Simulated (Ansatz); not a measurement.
# Convergence study of the k-point mesh at a smearing width of 0.3 eV for Ta (Im-3m, 1 atom in the cell)

```
Ta
1.0
   -1.65825     1.65825     1.65825
    1.65825    -1.65825     1.65825
    1.65825     1.65825    -1.65825
Ta
1
Cartesian
  0.00000   0.00000   0.00000
```

Method: PBE, PAW files (plane waves; Ansatz, a quantum-chemistry and plane-wave program).

Base settings: basis.ecutwfc = 420 eV; kpoints.mp_grid.grid = 14 14 14; hamiltonian.xc = pbe; hamiltonian.pseudopotentials = {kind: paw} (the program's default PAW files); scf.occupations.method = gaussian; scf.occupations.width = 0.1 eV.

In this ladder: scf.occupations.width = 0.3 eV.

Only quantities that move along the ladder and can be compared are tabulated.

The count of work is k-points × plane waves × bands × iterations; it is no time. 

The starting cell has typed, rounded lattice constants, without a prior relaxation at this level. Its lattice was rescaled by up to half a per cent. Spin polarisation is off. Ansatz's pressure includes its estimate of the finite-basis (Pulay) stress.

```csv
kpoints.mp_grid.grid,free energy less the last step's (meV/atom),pressure (GPa),count of work / last
5 5 5,58.23,1.95,0.010
6 6 6,50.19,2.31,0.017
7 7 7,-18.55,0.96,0.021
9 9 9,7.47,1.14,0.036
10 10 10,3.53,1.52,0.049
13 13 13,-1.09,0.90,0.087
15 15 15,0.88,0.80,0.12
18 18 18,-0.03,0.76,0.20
22 22 22,-0.03,0.80,0.34
27 27 27,-0.03,0.79,0.58
33 33 33,0.00,0.80,1.0
```

Coarsest kpoints.mp_grid.grid that holds the pressure within 0.5 GPa of the last step, with all finer ones: 13 13 13, at 0.087 of the last step's count of work; the step before is off by 0.73 GPa.

Coarsest kpoints.mp_grid.grid that holds the free energy within 5 meV/atom of the last step, with all finer ones: 10 10 10, at 0.049 of the last step's count of work; the step before is off by 7.5 meV/atom.

Keys are those of Ansatz 0.2.
